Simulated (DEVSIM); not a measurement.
**Schottky contact on p-type InP**

Device: Schottky contact on p-type InP, at 300 K.

```tsv
layer (left to right)	material	thickness (μm)	Na (cm⁻³)	τn (s)	τp (s)
1	InP	4.50	2.9e15	2.4e-9	2.4e-9
2	InP	0.720	2.6e18	2.4e-9	2.4e-9
```

Left contact: Schottky, work function 4.764 eV, emission velocity 2.1e6 cm/s. Right contact: ohmic. Voltage is applied to the left contact. Recombination: SRH at mid-gap, radiative, Auger. Mobility is μmin + (μ − μmin)/(1 + (N/Nref)^α).

Constants are typed, rounded textbook-type inputs, not results; the design itself was drawn at random and stands for no fabricated device. Values at 300 K.

| parameter | InP |
|---|---|
| gap (eV) | 1.344 |
| affinity (eV) | 4.38 |
| permittivity | 12.5 |
| Nc (cm⁻³) | 5.7e17 |
| Nv (cm⁻³) | 1.1e19 |
| μn (cm²/Vs) | 5200 |
| μp (cm²/Vs) | 170 |
| μn,min | 400 |
| μp,min | 10 |
| Nref,n | 3e17 |
| Nref,p | 4.9e17 |
| αn | 0.47 |
| αp | 0.62 |
| B (cm³/s) | 1.2e-10 |
| Cn (cm⁶/s) | 9e-31 |
| Cp (cm⁶/s) | 9e-31 |

Model (solved in DEVSIM): 1D drift-diffusion, Boltzmann statistics, complete ionisation; no tunnelling, impact ionisation, image-force lowering or self-heating. Metal contacts follow the ideal Schottky-Mott rule: no Fermi-level pinning, no interface dipoles.

```
Property                                         Value
---------------------------------------------  -------
Potential step across the device at zero bias  0.923 V
Dark forward voltage at 1 A/cm²                0.598 V
Dark forward voltage at 100 A/cm²              1.294 V
```

Dark forward current:

```json
[
 {"V (V)": "-0.05", "J (A/cm²)": "-4.4e-9"},
 {"V (V)": "-0.15", "J (A/cm²)": "-9.0e-8"},
 {"V (V)": "-0.25", "J (A/cm²)": "-2.9e-6"},
 {"V (V)": "-0.35", "J (A/cm²)": "-0.00012"},
 {"V (V)": "-0.45", "J (A/cm²)": "-0.0053"},
 {"V (V)": "-0.55", "J (A/cm²)": "-0.21"},
 {"V (V)": "-0.65", "J (A/cm²)": "-3.7"},
 {"V (V)": "-0.75", "J (A/cm²)": "-14"},
 {"V (V)": "-0.85", "J (A/cm²)": "-28"},
 {"V (V)": "-0.95", "J (A/cm²)": "-44"},
 {"V (V)": "-1.10", "J (A/cm²)": "-68"},
 {"V (V)": "-1.20", "J (A/cm²)": "-84"},
 {"V (V)": "-1.30", "J (A/cm²)": "-100"},
 {"V (V)": "-1.40", "J (A/cm²)": "-120"},
 {"V (V)": "-1.50", "J (A/cm²)": "-130"},
 {"V (V)": "-1.60", "J (A/cm²)": "-150"},
 {"V (V)": "-1.70", "J (A/cm²)": "-170"},
 {"V (V)": "-1.80", "J (A/cm²)": "-190"},
 {"V (V)": "-1.90", "J (A/cm²)": "-200"},
 {"V (V)": "-2.00", "J (A/cm²)": "-220"}
]
```

Dark reverse current:

```
V (V)  J (A/cm²)
-----  ---------
0.40      8.2e-9
1.00      1.6e-8
2.00      2.7e-8
3.00      3.6e-8
4.00      4.3e-8
6.00      5.6e-8
8.00      6.6e-8
10.00     7.6e-8
13.00     8.9e-8
16.00     1.0e-7
20.00     1.1e-7
```
